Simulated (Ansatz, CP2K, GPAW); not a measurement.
## One structure in several programs: Ag₃Sb (Pmmn, 8 atoms in the cell)

Self-consistent single point.

```yaml
crystal:
  lattice:
    - [4.91440, 0.00000, 0.00000]
    - [0.00000, 6.08666, 0.00000]
    - [0.00000, 0.00000, 5.36915]
  atoms:
    - { symbol: Ag, position: [0.50000, 0.00000, 0.32632] }
    - { symbol: Ag, position: [0.00000, 0.50000, 0.67368] }
    - { symbol: Ag, position: [0.00000, 0.25200, 0.15381] }
    - { symbol: Ag, position: [0.00000, 0.74800, 0.15381] }
    - { symbol: Ag, position: [0.50000, 0.24800, 0.84619] }
    - { symbol: Ag, position: [0.50000, 0.75200, 0.84619] }
    - { symbol: Sb, position: [0.00000, 0.00000, 0.67018] }
    - { symbol: Sb, position: [0.50000, 0.50000, 0.32982] }
```

Shared settings, as Ansatz (a program for electronic structure) writes them: kpoints.mp_grid.grid = 4 3 3; scf.occupations.method = gaussian; scf.occupations.width = 0.05 eV. Potentials and cutoffs stand in the table.

```tsv
code	model	pressure (GPa)	largest force (eV/Å)	cutoff
Ansatz	LDA (PW92), PAW files made with PBE	-8.91	0.215	default
CP2K	LDA (Pade form), GPW, DZVP-MOLOPT-SR-GTH basis, GTH-PADE potentials (GTH_POTENTIALS)	-7.45	0.254	grid 500 Ry
GPAW	LDA (Perdew-Wang 92), GPAW PAW datasets LDA (gpaw-data 1.0.1)	-8.93	0.211	600 eV
```

Size of the force on each atom (eV/Å): Sizes of forces hide their directions.

```json
[
 {"code": "Ansatz", "Ag1": "0.124", "Ag2": "0.124", "Ag3": "0.093", "Ag4": "0.093", "Ag5": "0.093", "Ag6": "0.093", "Sb7": "0.215", "Sb8": "0.215"},
 {"code": "CP2K", "Ag1": "0.123", "Ag2": "0.123", "Ag3": "0.082", "Ag4": "0.082", "Ag5": "0.082", "Ag6": "0.082", "Sb7": "0.254", "Sb8": "0.254"},
 {"code": "GPAW", "Ag1": "0.119", "Ag2": "0.119", "Ag3": "0.092", "Ag4": "0.092", "Ag5": "0.092", "Ag6": "0.092", "Sb7": "0.211", "Sb8": "0.211"}
]
```

No clean gap comes from Ansatz, CP2K and GPAW: levels at the Fermi energy touch, overlap or are partly filled at this smearing.

On Ansatz's run: spin-orbit coupling is off.

The spread over the programs that give each value: pressure within 1.48 GPa; largest force within 0.043 eV/Å.

CP2K uses small atom-centred bases, whose incompleteness enters pressures, forces and empty levels differently from a plane-wave cutoff. Ansatz's pressure is given at a fixed set of plane waves, as the other plane-wave codes print theirs; with its correction for the finite basis it is -8.87 GPa. In the pressure, CP2K (by 1.47) lies more than 1 GPa from the median of the plane-wave programs.

The shared mesh is coarse (it stands for a supercell whose shortest vector is 16 Å), so the values are not converged in it.

The starting cell comes from a database of computed structures (which also holds hypothetical and non-ambient phases and stackings), without a prior relaxation at this level. Its lattice was rescaled by a random factor within 2.5 % of one.

Left out of this page: Elk (not drawn, or without a comparable value).

Keys are those of Ansatz 0.2.
